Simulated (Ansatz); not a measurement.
Consider Ba in the bcc (W type) structure (space group Im-3m, No. 229; a = 4.8819 Å; relaxed with 0.1 eV smearing). Axes: x, y, z lie along the cube axes.

Level of theory: PBEsol, PAW, 420 eV (Ansatz, a quantum-chemistry and plane-wave program; scalar-relativistic without spin-orbit coupling).

Perturbation: tensile biaxial strain of 2.00 % in the plane normal to [001], as in epitaxy on a mismatched substrate; the out-of-plane cell vector and the atoms relax.

Q: Estimate the effect on the ratio −ε⊥/ε∥ and energy relative to the base.

A: The ratio −ε⊥/ε∥ is 1.06; the energy grows by 1.6 meV/atom.

Stability against distortions was not tested.
